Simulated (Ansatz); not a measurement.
## SrTiO3: biaxial strain +1.40 %, plane normal [001], relaxed out of plane

The parent structure is SrTiO₃ in the cubic perovskite structure (space group Pm-3m, No. 221; a = 3.891 Å). Axes: x, y, z lie along the cube axes.

Modification: tensile biaxial strain of 1.40 % in the plane normal to [001], as in epitaxy on a mismatched substrate; the out-of-plane cell vector and the atoms relax.

Method: Ansatz (an electronic-structure program) PBEsol, no spin-orbit coupling, earlier PAW set. Γ-centred 9×9×9 mesh, Fermi–Dirac width 0.05 eV.

```tsv
quantity	base	changed	shift
volume per atom	11.79 Å³	12.02 Å³	+0.237 Å³
space group	Pm-3m (No. 221)	P4/mmm (No. 123)	–
shortest interatomic distance	194.6 pm	193.0 pm	-1.54 pm
energy relative to the base (free energy F)	0 meV/atom	+5.4 meV/atom	+5.4 meV/atom
pressure (mean of the normal stresses, compression positive)	0.00 GPa	-3.41 GPa	-3.41 GPa
band gap	1.86 eV	1.78 eV	-0.073 eV
gap character	–	indirect, A → Γ	–
smallest direct gap	2.19 eV	2.13 eV	-0.06 eV
out-of-plane strain	–	-0.79 %	–
ratio −ε⊥/ε∥	–	0.56	–
mean in-plane stress (compression positive)	–	-5.1 GPa	–
```

Final structure (turned so that z lies along the plane normal):

```
CELL_PARAMETERS angstrom
      3.94589     0.00000     0.00000
      0.00000     3.94589     0.00000
      0.00000     0.00000     3.86065
ATOMIC_POSITIONS crystal
  Sr 0.00000 0.00000 0.00000
  Ti 0.50000 0.50000 0.50000
  O  0.00000 0.50000 0.50000
  O  0.50000 0.50000 0.00000
  O  0.50000 0.00000 0.50000
```

Cost of the whole job for the changed cell (relaxation, final SCF and bands): around 80 core-seconds (rough).

No phonon test of stability was made. The final runs are not spin-polarised. Many cubic perovskites are stable only at high temperature; tilts and polar distortions were not tested. k-point labels follow each cell's own Brillouin zone.
